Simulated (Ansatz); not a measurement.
Defect: interstitial O in silicon strained by +1.5 % along x and y, z held, neutral cell. Level of theory: PBE, PAW (plane waves to 420 eV; Ansatz, a first-principles code).

Settings: 64 host sites, the strained lattice (strain from the relaxed PBE one, atoms relaxed), a 2×2×2 k-point mesh shifted by half a step, smearing 0.01 eV, spin-restricted, no image-charge correction. Energies are static. The charge state is imposed; whether it is stable for some Fermi level was not computed. Sites that were not tried may lie lower.

Barriers: single points on a 3×3×3 k-point mesh shifted by half a step at the bands' geometries.

Relaxed starting cell (atoms counted from 1):

```xyz
65
Lattice="11.1041 0.0000 0.0000 0.0000 11.1041 0.0000 0.0000 0.0000 10.9400" Properties=species:S:1:pos:R:3 pbc="T T T"
Si     0.0075     0.0018     2.7268
Si    -0.0086    -0.0045     8.1848
Si    -0.0317     5.5870     2.7376
Si     0.0021     5.5521     8.1969
Si     5.7752    -0.2385     2.9905
Si     5.5572    -0.0033     8.1972
Si     5.5543     5.5494     2.7291
Si     5.5543     5.5459     8.2020
Si     1.3023     4.2514     1.3283
Si     1.3848     4.1685     6.8130
Si     1.4091     9.7355     1.3633
Si     1.4031     9.7285     6.8223
Si     6.9302     4.1519     1.3665
Si     6.9274     4.1497     6.8247
Si     7.0067     9.6538     1.3797
Si     6.9613     9.6959     6.8631
Si    -0.0272     2.7924    -0.0232
Si     0.0130     2.7609     5.4531
Si     0.0098     8.3386     0.0101
Si     0.0227     8.3202     5.4712
Si     5.5375     2.8362    -0.0714
Si     5.5550     2.7516     5.4452
Si     5.5508     8.3359     0.0067
Si     5.5891     8.2399     5.5506
Si     1.4094     1.3920     4.0687
Si     1.3344     1.4154     9.5086
Si     1.4022     6.9437     4.0895
Si     1.3819     6.9611     9.5574
Si     7.0441     1.3522     4.1864
Si     6.9316     1.3851     9.5700
Si     6.9564     6.9105     4.1111
Si     6.9320     6.9375     9.5788
Si     2.6955     0.0298    -0.1002
Si     2.8074    -0.0071     5.4456
Si     2.7642     5.5782    -0.0193
Si     2.7878     5.5437     5.4537
Si     8.3274    -0.0001     0.0057
Si     8.3945    -0.0318     5.5267
Si     8.3197     5.5501     0.0068
Si     8.3400     5.5280     5.4737
Si     4.1598     4.1515     4.0702
Si     4.1414     4.1963     9.5321
Si     4.2152     9.5901     4.2151
Si     4.1638     9.7311     9.5686
Si     9.7205     4.1519     4.0925
Si     9.6937     4.1740     9.5546
Si     9.7454     9.7050     4.1066
Si     9.7234     9.7213     9.5788
Si     2.6566     2.9016     2.6796
Si     2.7701     2.7831     8.1732
Si     2.8050     8.3349     2.7369
Si     2.7842     8.3368     8.1976
Si     8.3298     2.7565     2.7338
Si     8.3197     2.7675     8.1953
Si     8.3641     8.2937     2.7545
Si     8.3439     8.3140     8.2254
Si     3.9091     1.6287     1.1427
Si     4.1703     1.3827     6.8269
Si     4.1675     6.9386     1.3620
Si     4.1602     6.9032     6.8650
Si     9.7212     1.3875     1.3599
Si     9.7378     1.3896     6.8476
Si     9.7156     6.9437     1.3631
Si     9.7220     6.9364     6.8328
O      4.6758    11.8169     2.2519
```

End state 1 differs by these moves (Å; atoms that move under 0.08 Å are left out):

```csv
atom,element,Δx,Δy,Δz
5,Si,-0.46,0.02,-0.53
9,Si,0.09,-0.10,0.03
14,Si,0.04,0.07,0.06
15,Si,-0.10,-0.04,-0.11
21,Si,0.01,-0.09,0.08
22,Si,0.03,0.11,0.11
23,Si,-0.03,-0.07,-0.08
24,Si,-0.04,0.09,-0.10
29,Si,0.14,0.29,0.12
43,Si,-0.11,0.06,-0.14
45,Si,0.08,0.10,0.03
49,Si,0.13,-0.15,0.04
51,Si,-0.06,-0.04,-0.04
53,Si,0.13,0.14,0.04
57,Si,0.13,-0.29,0.09
65,O,1.59,0.17,0.95
```

Problem. What is the computed forward and backward barriers to end state 1 (PBE, PAW)?

Solution. forward 2.29 eV, backward 2.29 eV; at the saddle point atom 65 has neighbours Si at 1.69, Si at 1.75 Å. The saddle point's order was not checked.
